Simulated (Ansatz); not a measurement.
Al vacancy + 3 H in corundum (the name describes the start): one set of geometries, relaxed with PBE, evaluated in Ansatz (PAW, plane waves to 420 eV, 500 eV under r2SCAN) with PBE, r2SCAN.

Details: 120-site cell; 2×2×2 Γ-centred k-points; start: the Al site; 3 H on the vacancy's neighbours; charged states image-corrected; finite-size errors of tenths of an eV; relaxed from one start, so a lower configuration may exist; flagged in the runs: a host whose relaxation on this sampling wasn't shown to rest.

| quantity | PBE | r2SCAN |
|---|---|---|
| host gap (eV) | 5.85 | … |
| ε(+1/0) above the VBM (eV) | 0.15 | … |
| largest moment on one atom at charge +1 (μB) | 0.40 | … |
| neutral formation energy against fcc Al, H2 molecule in a box (eV) | 4.34 | … |

Problem. Given the lower rungs, what does r2SCAN give?

Solution. 
- host gap (eV), r2SCAN: 6.73
- ε(+1/0) above the VBM (eV), r2SCAN: 0.28
- largest moment on one atom at charge +1 (μB), r2SCAN: 0.49
- neutral formation energy against fcc Al, H2 molecule in a box (eV), r2SCAN: 4.84

Ansatz is a program for electronic structure.
